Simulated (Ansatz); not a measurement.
Base system: SiC in the wurtzite structure (space group P6_3mc, No. 186; a = 3.076 Å, c = 5.048 Å).

Now apply this change: cell and atoms relaxed at a pressure of 7.5 GPa.

Levels (all Ansatz, a first-principles code, PAW): PBEsol (420 eV, without spin-orbit coupling); r2SCAN (500 eV, no spin-orbit coupling).

The geometry is relaxed with PBEsol.

PBEsol smallest direct gap: 3.92 eV
PBEsol pressure: 7.50 GPa
PBEsol gap character: indirect, Γ → K
PBEsol width of the top valence band: 4.01 eV

Question: How does going to r2SCAN change the smallest direct gap, pressure, gap character and width of the top valence band?

Answer: The smallest direct gap rises by 0.626 eV, from 3.92 eV to 4.54 eV; the pressure rises by 0.10 GPa to 7.60 GPa; the gap character stays indirect, Γ → K; the width of the top valence band rises by 0.10 eV (4.01 eV → 4.11 eV).

Single points use the geometry relaxed with PBEsol. Their cutoffs differ, which shifts pressures a little. Load acts through the strain it causes; cell and atoms are relaxed under it. Whether these cells are dynamically stable was not tested. Competing high-pressure phases were not computed.
